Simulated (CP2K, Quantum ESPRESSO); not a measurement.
A Quantum ESPRESSO input for a self-consistent single point of Zr₂Sb₃Pd (P-4m2, 6 atoms in the cell) (DFT, PBEsol, plane waves, GBRV 1.5 ultrasoft (PBESOL) pseudopotentials):

```fortran
&control
  calculation = 'scf',
  prefix = 'run',
  outdir = './work',
  pseudo_dir = './',
  tprnfor = .true.,
  tstress = .true.,
/
&system
  ibrav = 0,
  nat = 6,
  ntyp = 3,
  ecutwfc = 40,
  ecutrho = 320,
  occupations = 'smearing',
  smearing = 'gaussian',
  degauss = 0.0099958,
/
&electrons
  conv_thr = 1e-10,
/
ATOMIC_SPECIES
Zr    91.2240  zr_pbesol_v1.uspp.F.UPF
Sb   121.7600  sb_pbesol_v1.4.uspp.F.UPF
Pd   106.4200  pd_pbesol_v1.4.uspp.F.UPF
CELL_PARAMETERS angstrom
   3.96126000     0.00000000     0.00000000
   0.00000000     3.96126000     0.00000000
   0.00000000     0.00000000     8.73892000
ATOMIC_POSITIONS crystal
Zr    0.50000000    0.00000000    0.73919000
Zr    0.00000000    0.50000000    0.26081000
Sb    0.50000000    0.00000000    0.38377000
Sb    0.00000000    0.50000000    0.61623000
Sb    0.00000000    0.00000000    0.00000000
Pd    0.50000000    0.50000000    0.00000000
K_POINTS automatic
7 7 3  0 0 0
```

Question: Write the same calculation as an input for CP2K.

Answer: This is the input that was run; spellings and numerical settings could be chosen otherwise.

```
&GLOBAL
  PROJECT zr2sb3pd
  RUN_TYPE ENERGY_FORCE
  PRINT_LEVEL LOW
&END GLOBAL
&FORCE_EVAL
  METHOD Quickstep
  STRESS_TENSOR ANALYTICAL
  &DFT
    BASIS_SET_FILE_NAME BASIS_MOLOPT
    POTENTIAL_FILE_NAME GTH_POTENTIALS
    &QS
      METHOD GPW
      EPS_DEFAULT 1E-10
    &END QS
    &MGRID
      CUTOFF 500
      REL_CUTOFF 50
      NGRIDS 5
    &END MGRID
    &SCF
      SCF_GUESS ATOMIC
      EPS_SCF 1E-6
      MAX_SCF 100
      ADDED_MOS 10
      &DIAGONALIZATION
        ALGORITHM STANDARD
      &END DIAGONALIZATION
      &MIXING
        METHOD BROYDEN_MIXING
        ALPHA 0.3
        NBUFFER 12
        BETA 1
      &END MIXING
      &SMEAR ON
        METHOD GAUSSIAN
        SIGMA [eV] 0.136
      &END SMEAR
    &END SCF
    &KPOINTS
      SCHEME MONKHORST-PACK 7 7 3
    &END KPOINTS
    &XC
      &XC_FUNCTIONAL
        &PBE
          PARAMETRIZATION PBESOL
        &END PBE
      &END XC_FUNCTIONAL
    &END XC
    &PRINT
      &MO
        EIGENVALUES T
        OCCUPATION_NUMBERS T
        NDIGITS 8
        FILENAME mo
        &EACH
          QS_SCF 0
        &END EACH
        ADD_LAST NUMERIC
      &END MO
      &MULLIKEN OFF
      &END MULLIKEN
    &END PRINT
  &END DFT
  &SUBSYS
    &CELL
      ABC 3.96126000 3.96126000 8.73892000
      ALPHA_BETA_GAMMA 90.00000000 90.00000000 90.00000000
      PERIODIC XYZ
    &END CELL
    &COORD
      SCALED
      Zr       0.50000000     0.00000000     0.73919000
      Zr       0.00000000     0.50000000     0.26081000
      Sb       0.50000000     0.00000000     0.38377000
      Sb       0.00000000     0.50000000     0.61623000
      Sb       0.00000000     0.00000000     0.00000000
      Pd       0.50000000     0.50000000     0.00000000
    &END COORD
    &KIND Zr
      BASIS_SET DZVP-MOLOPT-SR-GTH-q12
      POTENTIAL GTH-PBE-q12
    &END KIND
    &KIND Sb
      BASIS_SET DZVP-MOLOPT-SR-GTH-q5
      POTENTIAL GTH-PBE-q5
    &END KIND
    &KIND Pd
      BASIS_SET DZVP-MOLOPT-SR-GTH-q18
      POTENTIAL GTH-PBE-q18
    &END KIND
  &END SUBSYS
  &PRINT
    &FORCES ON
    &END FORCES
    &STRESS_TENSOR ON
    &END STRESS_TENSOR
  &END PRINT
&END FORCE_EVAL
```

Basis, cutoffs, solver keys and any potentials are the target program's own. This input uses DFT PBEsol, GPW, DZVP-MOLOPT-SR-GTH basis, GTH-PBE potentials (GTH_POTENTIALS).

The starting cell comes from a database of computed structures (which also holds hypothetical and non-ambient phases and stackings), without a prior relaxation at this level.
